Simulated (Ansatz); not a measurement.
# A computed series for Mg2Ge: response to strain

Start from Mg2Ge in the anti-fluorite structure (space group Fm-3m, No. 225; a = 6.4212 Å).

Strains are applied to the cell and any free atomic positions relax.

The values are results of PBE in Ansatz (plane waves to 420 eV, PAW, scalar-relativistic without spin-orbit coupling), not measurements.

Candidates:
(a) isotropic strain −1.50 %
(b) isotropic strain +1.00 %
(c) isotropic strain −1.00 %
(d) isotropic strain +0.50 %

Base values:

| Item | Result |
|---|---|
| Smallest direct gap | 0.95 eV |

Order them by smallest direct gap, lowest first.

(b) isotropic strain +1.00 % (0.78 eV), (d) isotropic strain +0.50 % (0.87 eV), (c) isotropic strain −1.00 % (1.12 eV), (a) isotropic strain −1.50 % (1.20 eV)

Stability against distortions was not tested.

Ansatz is an electronic-structure program.
